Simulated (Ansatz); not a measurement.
Results of PBEsol+SOC (Ansatz, a quantum-chemistry and plane-wave program, PAW) for fcc Yb.

Run with plane-wave cutoff 520 eV, 18×18×18 k mesh, Fermi–Dirac smearing 0.05 eV, PAW data made under PBE.

Equation-of-state points:

| V (Å³/atom) | E − E_lowest (meV/atom) | P (GPa) |
|---|---|---|
| 29.297 | 9.01 | 1.626 |
| 29.920 | 3.87 | 1.029 |
| 30.544 | 0.93 | 0.488 |
| 31.167 | 0.00 | -0.001 |
| 31.790 | 0.88 | -0.445 |
| 32.414 | 3.40 | -0.845 |
| 33.037 | 7.41 | -1.208 |

Question: Estimate the bulk modulus from the pressures at 30.544 and 31.790 Å³/atom, and compare it with a fit to all energies.

Answer: B = −V dP/dV. Between V = 30.544 and 31.790 Å³/atom, dP/dV = (-0.445 − (0.488))/(31.790 − 30.544) = -0.749 GPa per Å³/atom; at the midpoint 31.167 Å³/atom this gives B ≈ 23.3 GPa. The third-order Birch–Murnaghan fit gives V0 = 31.165 Å³/atom, B0 = 23.3 GPa, B′ = 4.0, which lies within 1 % of that estimate.

Measured, for comparison: bulk modulus 16.3 GPa (temperature not stated, not corrected to a static lattice; as tabulated in doi:10.1007/BF02743909 (ytterbium under pressure), abstract); equilibrium volume per atom 41.24 Å³/atom (293 K, not corrected to a static lattice; as tabulated in Wikipedia's data pages). Computed (rounded) less measured: bulk modulus +43 %, equilibrium volume per atom -24.4 %.
